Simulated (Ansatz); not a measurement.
Consider the following.

End structure of a constructed model of the (111) surface of fcc Pd, a layer of Au in place of the third plane (bottom of the slab: a bare face, its two planes held):

```yaml
crystal:
  lattice:
    - [2.78861, 0.00000, 0.00000]
    - [-1.39431, 2.41501, 0.00000]
    - [0.00000, 0.00000, 27.50000]
  atoms:
    - { symbol: Pd, position: [0.33333, 0.66667, 0.29366] }
    - { symbol: Pd, position: [0.66667, 0.33333, 0.37646] }
    - { symbol: Pd, position: [0.00000, 0.00000, 0.45923] }
    - { symbol: Au, position: [0.33333, 0.66667, 0.54626] }
    - { symbol: Pd, position: [0.66667, 0.33333, 0.63331] }
    - { symbol: Pd, position: [0.00000, 0.00000, 0.71642] }
```

Set-up: 6 atoms, 11.3 Å thick at the start; mesh 15x15x1; 0.1 eV smearing; dipole correction on; 2 atoms held, the rest relaxed; held to the start's symmetry, so lower structures may exist; no spin, no spin-orbit, no U. In PBE it lies 0.03 eV a 1x1 cell over the lowest computed structure of the same composition (a layer of Au in place of the second plane).

### Question
What is the computed work function of the top face (PBE (Ansatz, an electronic-structure program))?

### Answer
5.28 eV
